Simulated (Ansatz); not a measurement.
System: TiRh (P4/mmm, No. 123). Method: PBEsol (Ansatz, a quantum-chemistry and plane-wave program, plane waves, PAW).

Input file:

Ansatz 0.2 input:
```yaml
crystal:
  lattice:
    - [2.9009282958, 0.0, 0.0]
    - [0.0, 2.9009282958, 0.0]
    - [0.0, 0.0, 3.361359722]
  atoms:
    - { symbol: Ti, position: [0.5, 0.5, 0.5] }
    - { symbol: Rh, position: [0.0, 0.0, 0.0] }
basis:
  ecutwfc: 520
  ecutrho_ratio: 4
  xc_grid: 2
kpoints:
  mp_grid: { grid: [18, 18, 16] }
hamiltonian:
  xc: pbesol
  dispersion: none
  pseudopotentials: { azcp: { folder: ./paw }, kind: paw }
scf:
  occupations: { method: fermi_dirac, width: 0.05 }
output:
  forces: true
  stress: true
  eigenvalues: true
relax:
  f_tol: 0.004
  escape_saddle: false
  max_steps: 80
  cell: { stress_tol: 0.02, fix: [volume] }
```

From the output:

```
Relaxation: its limit of steps is 80 (relax.max_steps)
Crystal: 2 atoms, lattice volume = 28.287 Å³
Basis set: ecut = 520 eV, 797 PW (Γ), exchange–correlation on 48×48×50 points (8 copies of the dense FFT grid, shifted against one another)
Bands: 19, of which v1, the nominal top of the filled ones, is band 15 counted from 1 (14 counted from 0)
Symmetry: 16 space group operations
Space group: P4/mmm (ITA 123), of the structure as read, at distance tolerance 3.0e-5 Å
k-points: 495 of 5184
Initial density: superposition of atomic densities (chi_scale 0.1, normalization cell, long waves kept (reshape's long-wave potential 0.00 eV rms))
Functional: x = pbesol(κ = 0.804, μ = 0.12345679012345678), c = pbesol(β = 0.046)
SCF iter   1: F=—  HF=-8819.801258 eV  |F-HF|=—  |Δ(HF+E_count)|=         —  Δρ=3.81e-1  dr2=6.82e1
SCF iter   2: F=—  HF=-8817.160293 eV  |F-HF|=—  |Δ(HF+E_count)|=    2.64e0  Δρ=2.93e-1  dr2=4.14e1
  ...
SCF 1 converged in 9 iterations: F = -8814.191928 eV  dr2 = 5.93e-9
Crystal: 2 atoms, lattice volume = 28.287 Å³
Initial density: handed on by an earlier stage of this run
SCF 2 converged in 6 iterations: F = -8814.191934 eV  dr2 = 7.54e-13
Crystal: 2 atoms, lattice volume = 28.287 Å³
Basis set: ecut = 520 eV, 797 PW (Γ), exchange–correlation on 48×48×54 points (8 copies of the dense FFT grid, shifted against one another)
SCF iter   6: F=-8814.191933 eV  HF=-8814.191933 eV  |F-HF|=3.64e-12  |Δ(HF+E_count)|=  1.82e-12  Δρ=1.17e-9  dr2=3.11e-16
SCF iter   7: F=-8814.191933 eV  HF=-8814.191933 eV  |F-HF|=1.82e-12  |Δ(HF+E_count)|=  1.82e-12  Δρ=3.06e-10  dr2=9.90e-18
SCF 3 converged in 7 iterations: F = -8814.191933 eV  dr2 = 9.90e-18
SCF converged after 7 iterations
Free energy (F): -8814.191933 eV
Internal energy: -8814.172306 eV  (E = F + TS)
E sigma→0 (E₀):  -8814.182120 eV
Fermi energy:    19.472044 eV
--- Forces (eV/Å), atoms counted from 1 ---
  atom   1  Ti    -0.00000000     0.00000000     0.00000000
  atom   2  Rh     0.00000000     0.00000000     0.00000000
--- Stress (GPa, compression-positive) ---
        4.437777       0.000000       0.000000
        0.000000       4.437777      -0.000000
        0.000000      -0.000000       4.428672
  P = ⅓ Tr σ = 4.4347 GPa (44.347 kbar)
```

The cell is one volume of an energy–volume scan, off the minimum.

The PAW data were made under PBE.

Note: the volume lies 5 % below that of the published cell.

It cost very roughly 100 core-seconds of CPU time.
